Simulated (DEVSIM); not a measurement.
Structure: Schottky contact on p-type Si, at 300 K.

Layer 1 from the left is Si, thickness (μm) 0.560, Na (cm⁻³) 3.6e16, τn (s) 5.8e-7, τp (s) 5.8e-7. Layer 2 from the left is Si, thickness (μm) 1.80, Na (cm⁻³) 2.2e18, τn (s) 5.8e-7, τp (s) 5.8e-7.

Left contact: Schottky, work function 4.524 eV, emission velocity 2.3e6 cm/s. Right contact: ohmic. Voltage is applied to the left contact. Recombination: SRH at mid-gap, radiative, Auger. Gap narrowing is on: ΔEg = 6.92 meV × (l + √(l² + 0.5)), l = ln(N/1.3e17 cm⁻³), shared equally by both band edges. Mobility is μmin + (μ − μmin)/(1 + (N/Nref)^α).

Constants are typed, rounded textbook-type inputs, not results; the design itself was drawn at random and stands for no fabricated device. Values at 300 K.

Si: gap (eV) 1.124, affinity (eV) 4.05, permittivity 11.7, Nc (cm⁻³) 2.86e19, Nv (cm⁻³) 3.1e19, μn (cm²/Vs) 1417, μp (cm²/Vs) 470, μn,min 52, μp,min 45, Nref,n 9.7e16, Nref,p 2.2e17, αn 0.68, αp 0.72, B (cm³/s) 4.7e-15, Cn (cm⁶/s) 2.8e-31, Cp (cm⁶/s) 9.9e-32.

DEVSIM, 1D drift-diffusion, Boltzmann statistics, complete ionisation; no tunnelling, impact ionisation, image-force lowering or self-heating. Metal contacts follow the ideal Schottky-Mott rule: no Fermi-level pinning, no interface dipoles.

Dark forward current:

| |V| (V) | |J| (A/cm²) |
|---|---|
| 0.05 | 0.0007618 |
| 0.10 | 0.005993 |
| 0.15 | 0.04187 |
| 0.20 | 0.2872 |
| 0.25 | 1.954 |
| 0.30 | 13.05 |
| 0.35 | 80.80 |
| 0.40 | 382.0 |
| 0.45 | 1123 |
| 0.50 | 2236 |

Work out the local ideality factor n = ΔV / (kT/q · ln(J2/J1)) between the rows 0.15 and 0.20 V, 0.45 and 0.50 V.

kT/q = 25.85 mV. From 0.15 to 0.20 V: ln(0.2872/0.04187) = 1.926, n = 1.00, near the 1 of diffusion or emission over a barrier. From 0.45 to 0.50 V: ln(2236/1123) = 0.689, n = 2.81; the layers' resistance at their doping, Σ W/(qμN) = 3.0e-5 Ω cm², would take 34 mV of this step of 50 mV.

Estimate the current at 0.20 V for emission alone, J0 = q v N_band exp(−φB/kT), and read the barrier back from the simulated current.

φB = 0.650 eV, N_band = 3.10e19 cm⁻³, J0 = 0.000137 A/cm²; J = J0 (exp(qV/kT) − 1) = 0.314 A/cm². The simulation gives 0.287 A/cm²; the estimate lies 9.4 % above. Read backwards, the simulated current gives an apparent barrier of 0.652 eV. The estimate leaves out transport through the depletion region and minority injection.
